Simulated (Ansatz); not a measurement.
Nb on the Hf site (Nb_Hf) in monoclinic HfO2 (start: the Hf site; 96-site cell, 2×2×2 shifted sampling). Level of theory: PBE, PAW (plane waves to 420 eV; Ansatz, a program for electronic structure). Total energies of the localised charge states, counted from that of charge +1, and their image corrections (point charge with alignment); the host's valence-band maximum lies at 13.691 eV on the cells' energy zero and its gap is 4.04 eV.

```
charge         moment (μB)  E − E(first) (eV)  correction (eV)
------  ------------------  -----------------  ---------------
+1      not spin-polarised              0.000           -0.027
0                      1.0             16.582            0.000
−1                     2.0             33.539            0.188
```

Q: Derive the transition levels above the valence-band maximum and say which of them are thermodynamic.

A: A level is the Fermi energy at which two charges have equal formation energy: ε(q/q′) = [E(q′) + corr(q′) − E(q) − corr(q)] / (q − q′) − E_VBM.
ε(+1/0) = [(16.582 + 0.000) − (0.000 + -0.027)] / 1 − 13.691 = 2.92 eV
ε(0/−1) = [(33.539 + 0.188) − (16.582 + 0.000)] / 1 − 13.691 = 3.45 eV
Thermodynamic levels at least 0.1 eV inside the gap: (+1/0) at 2.92 eV; (0/−1) at 3.45 eV. They hold to tenths of an eV in this cell. Only the charges listed were compared. At charge +2 the carrier sat in host band states, shallow at most. Flagged in the runs: a host whose relaxation on this sampling wasn't shown to rest, a strain field that reaches the edge of the cell.
